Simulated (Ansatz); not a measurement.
Take BP in the zinc blende structure (space group F-43m, No. 216; a = 4.4905 Å) as the base. Axes: x, y, z lie along the cube axes.

Structures relaxed with LDA (Ansatz, an electronic-structure program), without spin-orbit coupling.

Base:

Simulated powder pattern, Cu Kα1, λ = 1.54056 Å (kinematic, ideal powder, no thermal factors, no anomalous dispersion; the 14 strongest lines at most, above 2 %, up to 2θ = 90°):

| 2θ (°) | I/Imax (%) | hkl |
|---|---|---|
| 34.57 | 100 | (111) |
| 40.13 | 25 | (200) |
| 58.05 | 42 | (220) |
| 69.35 | 35 | (311) |
| 72.91 | 5.8 | (222) |
| 86.65 | 7.2 | (400) |

After one change:

Simulated powder pattern, Cu Kα1, λ = 1.54056 Å (kinematic, ideal powder, no thermal factors, no anomalous dispersion; the 14 strongest lines at most, above 2 %, up to 2θ = 90°):

| 2θ (°) | I/Imax (%) |
|---|---|
| 34.81 | 100 |
| 40.13 | 17 |
| 40.98 | 8.0 |
| 58.05 | 14 |
| 58.70 | 28 |
| 69.50 | 24 |
| 70.68 | 11 |
| 73.49 | 5.8 |
| 86.65 | 4.9 |
| 88.88 | 2.3 |

**Question.** Which change produced these results?
A) uniaxial strain ε_zz = −2.00 %
B) uniaxial strain ε_zz = +1.50 %
C) uniaxial strain ε_zz = +2.00 %
D) uniaxial strain ε_zz = −1.50 %

**Answer.** A, uniaxial strain ε_zz = −2.00 %. Its volume per atom is 11.09 Å³ against 11.32 Å³, and its space group is I-4m2 (No. 119).

Stability against distortions was not tested.
